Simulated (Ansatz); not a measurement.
Output of an Ansatz run (abridged):

```
WARN ansatz: RAYON_NUM_THREADS=1 ignored (pool sized by the plan → 1); use --threads N
Pseudopotentials: kind: paw
Pseudopotential: Sb, paw, valence charge 15
Pseudopotential: Li, paw, valence charge 3
Pseudopotential: Te, paw, valence charge 16
Crystal: 8 atoms, lattice volume = 292.526 Å³
Basis set: ecut = 420 eV, 5743 PW (Γ), exchange–correlation on 90×90×90 points (8 copies of the dense FFT grid, shifted against one another)
Bands: 53, of which v1, the nominal top of the filled ones, is band 44 counted from 1 (43 counted from 0)
Symmetry: 24 space group operations
Space group: P-43m (ITA 215), of the structure as read, at distance tolerance 6.6e-5 Å
k-points: 10 of 125 (time reversal used)
PAW frozen core: Sb, regenerated for the run's functional, and the local potential with it
PAW frozen core: Te, regenerated for the run's functional, and the local potential with it
Initial density: superposition of atomic densities (neutral atoms: chi_scale 0, normalization atom), corrected by the library's trained network
Initial wavefunctions: pseudopotential atomic-orbital guess
Eigensolver: davidson
Functional: x = revpbe(κ = 1.245, μ = 0.2195149727645171), c = pbe(β = 0.06672455060314922)
SCF iter   1: F=—  HF=-35055.680736 eV  |F-HF|=—  |Δ(HF+E_count)|=         —  Δρ=2.44e-3  dr2=2.72e-2  ethr=1.77e-3  ⟨swp⟩=11.0  Hψ=2380  notcnv=0
all-band conjugate gradients solve this SCF's bands
preconditioner: auto → Resta (q_TF=auto, 2.233 Å⁻¹)
SCF iter   2: F=—  HF=-35055.679928 eV  |F-HF|=—  |Δ(HF+E_count)|=   8.07e-4  S|Δr|=   1.05e-5  Δρ=1.09e-3  dr2=6.54e-3  ethr=3.09e-5  ⟨swp⟩=2.9  Hψ=1082  notcnv=0
SCF iter   3: F=—  HF=-35055.680384 eV  |F-HF|=—  |Δ(HF+E_count)|=   4.57e-4  S|Δr|=   3.36e-6  Δρ=6.15e-4  dr2=1.84e-3  ethr=7.43e-6  ⟨swp⟩=2.0  Hψ=565  notcnv=0
SCF iter   4: F=—  HF=-35055.681450 eV  |F-HF|=—  |Δ(HF+E_count)|=   1.07e-3  S|Δr|=   2.78e-6  Δρ=1.49e-4  dr2=1.14e-4  ethr=2.09e-6  ⟨swp⟩=2.0  Hψ=634  notcnv=0
SCF iter   5: F=—  HF=-35055.681652 eV  |F-HF|=—  |Δ(HF+E_count)|=   2.02e-4  S|Δr|=   7.65e-7  Δρ=5.68e-5  dr2=1.94e-5  ethr=1.29e-7  ⟨swp⟩=3.0  Hψ=919  notcnv=0
SCF iter   6: F=—  HF=-35055.681743 eV  |F-HF|=—  |Δ(HF+E_count)|=   9.04e-5  S|Δr|=   6.02e-7  Δρ=1.38e-5  dr2=1.52e-6  ethr=2.20e-8  ⟨swp⟩=2.0  Hψ=886  notcnv=0
SCF iter   7: F=—  HF=-35055.681748 eV  |F-HF|=—  |Δ(HF+E_count)|=   4.92e-6  S|Δr|=   1.80e-7  Δρ=5.53e-6  dr2=1.50e-7  ethr=1.73e-9  ⟨swp⟩=2.3  Hψ=815  notcnv=0
SCF iter   8: F=-35055.681748 eV  HF=-35055.681748 eV  |F-HF|=2.47e-8  |Δ(HF+E_count)|=   5.91e-7  S|Δr|=   1.33e-8  Δρ=1.81e-6  dr2=1.29e-8  ethr=1.14e-10  ⟨swp⟩=12.1  Hψ=2445  notcnv=0
Mixer restart at iter 8: flushing history
SCF iter   9: F=—  HF=-35055.681753 eV  |F-HF|=—  |Δ(HF+E_count)|=         —  Δρ=4.68e-7  dr2=9.89e-10  ethr=1.47e-11  ⟨swp⟩=2.0  Hψ=894  notcnv=0
SCF iter  10: F=-35055.681753 eV  HF=-35055.681753 eV  |F-HF|=1.08e-9  |Δ(HF+E_count)|=   4.83e-9  S|Δr|=  1.83e-10  Δρ=2.28e-7  dr2=3.13e-10  ethr=1.12e-12  ⟨swp⟩=3.8  Hψ=1362  notcnv=0
SCF 1 converged in 10 iterations: F = -35055.681753 eV  dr2 = 3.13e-10
SCF converged after 10 iterations
Stability not checked (fill_not_monotonic)
Free energy (F): -35055.681753 eV
F+E_penalty+E_count: -35055.681753 eV  (lagrangian_ev)
Harris-Foulkes:  -35055.681753 eV  (|F-HF|=1.08e-9)
Internal energy: -35055.681753 eV  (E = F + TS)
E sigma→0 (E₀):  -35055.681753 eV
Fermi energy:    3.611510 eV
Smearing:        width narrowed from 0.1360 eV (input) to 0.1210 eV after iteration 8, whose occupations did not sum to the number of electrons (Fermi level in …
Step filling:    the computed levels leave a gap of 0.9381 eV = 7.8 smearing widths
--- Per-component energies (eV) ---
  E_band       = -1834.777685
  E_kinetic    = 993.524512
  E_local      = -10236.998925  (includes V_loc(G=0)·N_el)
  E_nonlocal   = -978.001386
  E_hartree    = 5497.941227
  E_xc         = -667.741262
  E_vxc        = -552.127803  (∫ρ·V_xc dr)
  E_paw        = -23324.290940  (= ΣΔE_a)
  E_vpaw       = -2057.055853  (= ΣTr[D̂ρ^β])
  E_aug_tail   = -0.000642  (compensation charges beyond the density's cutoff)
  E_ewald      = -6339.996140
  E_core_change = -0.118196  (= ΣΔE_core)
  E_smearing   = 0.000000  (= −TS)
  E_closure    = -0.000000  (closes the sum)
  E_count      = -0.000000  (occupations off the electron count; not in F)
  Σ components = -35055.681753   (vs F -35055.681753, Δ=0.00e0)
--- Forces (eV/Å), atoms counted from 1 ---
  atom   1  Sb    -0.00000000     0.00000000    -0.00000000
  atom   2  Li     0.00000000    -0.00000000    -0.00000000
  atom   3  Li     0.00000000    -0.00000000     0.00000000
  atom   4  Li     0.00000000    -0.00000000     0.00000000
  atom   5  Te     0.08270478     0.08270478     0.08270478
  atom   6  Te     0.08270478    -0.08270478    -0.08270478
  atom   7  Te    -0.08270478     0.08270478    -0.08270478
  atom   8  Te    -0.08270478    -0.08270478     0.08270478
  max |Σ_I F_I| component: 4.16e-17 eV/Å
--- Stress (GPa, compression-positive) ---
        1.470771       0.000000       0.000000
        0.000000       1.470771      -0.000000
        0.000000      -0.000000       1.470771
  P = ⅓ Tr σ = 1.4708 GPa (14.708 kbar)
  The stress holds the Pulay correction. Without it, at fixed plane waves, as pw.x and ABINIT print it: P = 1.4560 GPa
--- Band table (eV; the first three rows and the last of 10) ---
  k-point 0: bands = ["-42.2459", "-42.2458", "-42.2458", "-32.4433", "-32.4433", "-32.4433", "-32.4433", "-32.3536", "-32.3536", "-32.3534", "-32.3534", "-32.3534", "-32.3527", "-32.3527", "-32.3527", "-32.1269", "-32.1269", "-32.1269", "-32.1269", [...]
  k-point 1: bands = ["-42.2459", "-42.2458", "-42.2458", "-32.4434", "-32.4433", "-32.4433", "-32.4432", "-32.3536", "-32.3536", "-32.3534", "-32.3534", "-32.3534", "-32.3527", "-32.3527", "-32.3527", "-32.1269", "-32.1268", "-32.1268", "-32.1268", [...]
  k-point 2: bands = ["-42.2459", "-42.2458", "-42.2458", "-32.4434", "-32.4433", "-32.4433", "-32.4431", "-32.3536", "-32.3535", "-32.3533", "-32.3533", "-32.3533", "-32.3527", "-32.3527", "-32.3527", "-32.1269", "-32.1268", "-32.1268", "-32.1268", [...]
  k-point 9: bands = ["-42.2458", "-42.2458", "-42.2458", "-32.4434", "-32.4434", "-32.4434", "-32.4431", "-32.3537", "-32.3537", "-32.3533", "-32.3533", "-32.3533", "-32.3527", "-32.3527", "-32.3527", "-32.1269", "-32.1269", "-32.1268", "-32.1267", [...]
```

The structure:

```xyz
8
Lattice="6.6383 0.0000 0.0000 0.0000 6.6383 0.0000 0.0000 0.0000 6.6383" Properties=species:S:1:pos:R:3 pbc="T T T"
Sb     0.0000     0.0000     0.0000
Li     3.3191     0.0000     0.0000
Li     0.0000     0.0000     3.3191
Li     0.0000     3.3191     0.0000
Te     1.5746     1.5746     1.5746
Te     1.5746     5.0637     5.0637
Te     5.0637     1.5746     5.0637
Te     5.0637     5.0637     1.5746
```

Question: What input produced this log?

Answer: Other spellings and defaults could give the same log, and not every line can be read from it. The input that was run (DFT, revPBE, plane waves, default PAW files made with PBE):

Ansatz 0.2 input:
```yaml
# Li3SbTe4
crystal:
  lattice:
    - [6.638268, 0.000000, 0.000000]
    - [0.000000, 6.638268, 0.000000]
    - [0.000000, 0.000000, 6.638268]
  atoms:
    - { symbol: Sb, position: [0.000000, 0.000000, 0.000000] }
    - { symbol: Li, position: [0.500000, 0.000000, 0.000000] }
    - { symbol: Li, position: [0.000000, 0.000000, 0.500000] }
    - { symbol: Li, position: [0.000000, 0.500000, 0.000000] }
    - { symbol: Te, position: [0.237200, 0.237200, 0.237200] }
    - { symbol: Te, position: [0.237200, 0.762800, 0.762800] }
    - { symbol: Te, position: [0.762800, 0.237200, 0.762800] }
    - { symbol: Te, position: [0.762800, 0.762800, 0.237200] }
basis:
  ecutwfc: 420.0
kpoints:
  mp_grid: { grid: [5, 5, 5] }
hamiltonian:
  xc: revpbe
  pseudopotentials: { kind: paw }
scf:
  occupations: { method: cold, width: 0.136 }
output:
  forces: true
  eigenvalues: true
  stress: true
```

The starting cell was generated: these elements placed on a structure prototype, without a prior relaxation; it need not be a known phase or ordering of this composition. Its lattice was rescaled by a random factor within 2.5 % of one. Spin-orbit coupling is off. Ansatz's pressure includes its estimate of the finite-basis (Pulay) stress. Another mesh or the band path of this cell gives a smaller gap, so this value is not converged in the mesh.

Ansatz is a program for electronic structure.
